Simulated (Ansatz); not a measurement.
An Ansatz (a quantum-chemistry and plane-wave program) input (plane-wave PAW DFT at the LDA level (Ansatz, 420 eV), no spin-orbit coupling):

Ansatz 0.2 input:
```yaml
crystal:
  lattice:
    - [2.6755785968, 0, 0.0230099759]
    - [-1.3377892984, 2.3171190346, -0.011504988]
    - [0.036323875, 0, 4.2237063902]
  atoms:
    - { symbol: Ru, position: [0.6666666667, 0.3333333333, 0.75] }
    - { symbol: Ru, position: [0.3333333333, 0.6666666667, 0.25] }
basis: { ecutwfc: 420, ecutrho_ratio: 4, xc_grid: 2, fft_grid_basis: typed }
kpoints: { mp_grid: { grid: [25, 25, 14] } }
hamiltonian:
  xc: lda
  dispersion: none
  pseudopotentials: { kind: paw }
scf: { occupations: { method: fermi_dirac, width: 0.1 }, convergence: { dr2_threshold: 0.0000000002 } }
relax: { f_tol: 0.005, max_steps: 50 }
output: { forces: true, stress: true }
checkpoint: { write: state.ck, write_every: 1000 }
```

Which symmetry and how many k-points will the program report, and about how many plane waves at Γ?

Space group C2/c (ITA 15) with 4 operations, k-points 2288 of 8750, and 533 plane waves at Γ.

The cells carry an imposed strain or load. No phonon test of stability was made. All final runs are without spin polarisation. The cell was made from Ru in the hcp (Mg type) structure (space group P6_3/mmc, No. 194) by this change: tensor shear ε_xz = +0.86 %.
